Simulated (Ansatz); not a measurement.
```yaml
crystal:
  lattice:
    - [22.00000, 0.00000, 0.00000]
    - [0.00000, 22.00000, 0.00000]
    - [0.00000, 0.00000, 2.46651]
  atoms:
    - { symbol: C, position: [0.74613, 0.53238, 0.50000] }
    - { symbol: C, position: [0.73979, 0.56428, 0.00000] }
    - { symbol: C, position: [0.71500, 0.62411, 0.00000] }
    - { symbol: C, position: [0.69694, 0.65115, 0.50000] }
    - { symbol: C, position: [0.65115, 0.69694, 0.50000] }
    - { symbol: C, position: [0.62411, 0.71500, 0.00000] }
    - { symbol: C, position: [0.56428, 0.73979, 0.00000] }
    - { symbol: C, position: [0.53238, 0.74613, 0.50000] }
    - { symbol: C, position: [0.46762, 0.74613, 0.50000] }
    - { symbol: C, position: [0.43572, 0.73979, 0.00000] }
    - { symbol: C, position: [0.37589, 0.71500, 0.00000] }
    - { symbol: C, position: [0.34885, 0.69694, 0.50000] }
    - { symbol: C, position: [0.30306, 0.65115, 0.50000] }
    - { symbol: C, position: [0.28500, 0.62411, 0.00000] }
    - { symbol: C, position: [0.26021, 0.56428, 0.00000] }
    - { symbol: C, position: [0.25387, 0.53238, 0.50000] }
    - { symbol: C, position: [0.25387, 0.46762, 0.50000] }
    - { symbol: C, position: [0.26021, 0.43572, 0.00000] }
    - { symbol: C, position: [0.28500, 0.37589, 0.00000] }
    - { symbol: C, position: [0.30306, 0.34885, 0.50000] }
    - { symbol: C, position: [0.34885, 0.30306, 0.50000] }
    - { symbol: C, position: [0.37589, 0.28500, 0.00000] }
    - { symbol: C, position: [0.43572, 0.26021, 0.00000] }
    - { symbol: C, position: [0.46762, 0.25387, 0.50000] }
    - { symbol: C, position: [0.53238, 0.25387, 0.50000] }
    - { symbol: C, position: [0.56428, 0.26021, 0.00000] }
    - { symbol: C, position: [0.62411, 0.28500, 0.00000] }
    - { symbol: C, position: [0.65115, 0.30306, 0.50000] }
    - { symbol: C, position: [0.69694, 0.34885, 0.50000] }
    - { symbol: C, position: [0.71500, 0.37589, 0.00000] }
    - { symbol: C, position: [0.73979, 0.43572, 0.00000] }
    - { symbol: C, position: [0.74613, 0.46762, 0.50000] }
```

All values below come from PBE (plane waves to 420 eV, PAW; Ansatz, a quantum-chemistry and plane-wave program). Mesh 1×1×30. No spin polarisation. Isolated but for its images some 11 Å away. A model structure. Symmetry and one short period hold its shape; lower forms weren't sought. Buckling under compression is shut out by symmetry and the short period.

Question: Say what this body is, and give its properties.

Answer: (8,8) carbon nanotube. An idealised model, rolled from the flat sheet.
| Property | Result |
|---|---|
| mean diameter | 10.92 Å |
| energy over the flat sheet | +66 meV/atom |
| PBE gap | none (under 0.01 eV) |
| crossings of the Fermi level between Γ and the zone edge (49 points) | 2, each for both spins (ideal conductance 2 × 2e²/h) |
| work function (PBE) | 4.30 eV |
| axial stiffness dF/dε | 1150 nN |
